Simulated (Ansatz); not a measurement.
Start from Ti3Al (space group P6_3/mmc, No. 194; a = 5.756 Å, c = 4.655 Å).

Calculations: Kohn–Sham DFT with the PBE functional, run in Ansatz (a first-principles code) with PAW and 420 eV plane waves, spin-orbit coupling left out.

Before the change:

| Quantity | Value |
|---|---|
| Lattice parameter a | 5.756 Å |
| Band gap | zero |

It is then changed as follows: cell and atoms relaxed at a pressure of 7 GPa.

Q: Predict the new lattice parameter a and band gap.

A: The lattice parameter a decreases by 0.110 Å to 5.646 Å; the band gap remains zero.

Load acts through the strain it causes; cell and atoms are relaxed under it. No phonon test of stability was made. No other phases were tried under pressure. The final runs are not spin-polarised.
